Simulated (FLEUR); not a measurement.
Worked example: self-consistent single point of MoS₂ (P-6m2, 3 atoms in the cell) in FLEUR.

Computed with FLEUR with LDA (Perdew-Zunger), all-electron FLAPW (FLEUR), scalar-relativistic valence.

The change in words: lattice scaled by 0.98. Reference geometry:
```yaml
crystal:
  lattice:
    - [3.14497, 0.00000, 0.00000]
    - [-1.57248, 2.72362, 0.00000]
    - [0.00000, 0.00000, 17.12138]
  atoms:
    - { symbol: Mo, position: [0.00000, 0.00000, 0.00000] }
    - { symbol: S, position: [0.33333, 0.66667, 0.08949] }
    - { symbol: S, position: [0.33333, 0.66667, 0.91051] }
```

Reference input (self-consistent single point, DFT, LDA (Perdew-Zunger), all-electron FLAPW (FLEUR), scalar-relativistic valence): Kmax = 4.5 1/bohr; GmaxXC = 22.5 1/bohr; xcFunctional = pz; jspins = 1; l_soc = F; mode = hist; fermiSmearingEnergy = 0.0001 Htr; mesh (inpgen div1-3) = 6 6 1; inpgen gamma flag = true; Gmax = 22.5 1/bohr; numbands = 0; maxIterBroyd = 40. This run's input differs from it in these lines:

```diff
@@ -3,5 +3,5 @@
 &input film=f /
-5.9431218844 0.0000006203 0.0000000000
--2.9715614794 5.1468942195 0.0000000000
-0.0000000000 0.0000000000 32.3547266345
+5.8242601447 0.0000001145 0.0000000000
+-2.9121301715 5.0439571863 0.0000000000
+0.0000000000 0.0000000000 31.7076314971
 1.0
@@ -45,5 +45,5 @@
          <bravaisMatrix>
-            <row-1>    5.9431218844000000     0.0000006203000000     0.0000000000000000</row-1>
-            <row-2>   -2.9715614794000000     5.1468942195000000     0.0000000000000000</row-2>
-            <row-3>    0.0000000000000000     0.0000000000000000    32.3547266344999969</row-3>
+            <row-1>    5.8242601447000002     0.0000001145000000     0.0000000000000000</row-1>
+            <row-2>   -2.9121301714999999     5.0439571863000001     0.0000000000000000</row-2>
+            <row-3>    0.0000000000000000     0.0000000000000000    31.7076314970999995</row-3>
          </bravaisMatrix>
```

Output, abridged:

```
 Iteration:     1   Distance:       8.99116637 me/bohr^3
 Iteration:     2   Distance:       7.76984920 me/bohr^3
 Iteration:     3   Distance:       3.72250299 me/bohr^3
 Iteration:     4   Distance:       4.61034178 me/bohr^3
 Iteration:     5   Distance:       2.47287311 me/bohr^3
   [... 8 lines left out ...]
 Iteration:    14   Distance:       0.00011620 me/bohr^3
 Iteration:    15   Distance:       0.00004263 me/bohr^3
 Iteration:    16   Distance:       0.00002794 me/bohr^3
 Iteration:    17   Distance:       0.00000686 me/bohr^3
 Reset of history
 Run finished successfully
 Stop message:
   Structural relaxation: new displacements generated

[file out, last iteration]
             iter=     18
[...]
          total density-effective poten   -7.8638973198E+03
          total charge density-energy d   -1.6867778575E+02
 Updated energy parameters for spin:           1
[...]
 fermi energy and band-weighting factors:

[...]
FERMIE:
          first approx. to ef    (T=0)  :  -0.016778 htr   (energy of the highest occ. eigenvalue)
          number of occ. states  (T=0)  :         91
          first approx. to seigv (T=0)  : -16.012993 htr
          sum of weights of occ. states :  13.000000
          sum of semicore charge        :   0.000000 e
FERHIS:  Fermi-Energy by histogram:
          bandgap                     :   0.067285 htr
   [... lines left out ...]
          charge neutrality (T=0)     :   0.000000    (zero if the highest occ. eigenvalue is "entirely" occupied)
 Direct bandgap for spin            1 :    6.9335585786857487E-002  Htr
 ---->    free energy=                     -4841.5419852221 htr
   [... lines left out ...]
      extrapolation for T->0
 ---->    total electron energy=           -4841.5419852221 htr
 ***** TOTAL FORCES ON ATOMS *****
 TOTAL FORCE FOR ATOM TYPE=  1  X=  0.000   Y=  0.000   Z=  0.000
                       FX_TOT= 0.000000 FY_TOT= 0.000000 FZ_TOT= 0.000000
 TOTAL FORCE FOR ATOM TYPE=  2  X=  2.912   Y= -1.681   Z=  2.838
                       FX_TOT= 0.000000 FY_TOT= 0.000000 FZ_TOT= 0.028786
```

The run converged in 17 iterations. FLEUR gives forces in its relaxation mode, with a further iteration, so its stop message speaks of a relaxation. Against the reference run the free energy rises by 34.2 meV/atom, the largest force goes from 0.283 to 1.480 eV/Å and the gap on the mesh goes from 1.673 to 1.831 eV.

The starting cell comes from a database of computed structures (which also holds hypothetical and non-ambient phases and stackings), without a prior relaxation at this level. Its lattice was rescaled by a random factor within 2.5 % of one. For this run, on top of that: lattice scaled by 0.98. Values depend on the basis (sphere radii, cutoffs, local orbitals), which need not be converged. Forces in this geometry exceed 1 eV/Å.

Cost on one core of a shared machine: roughly 8 min.
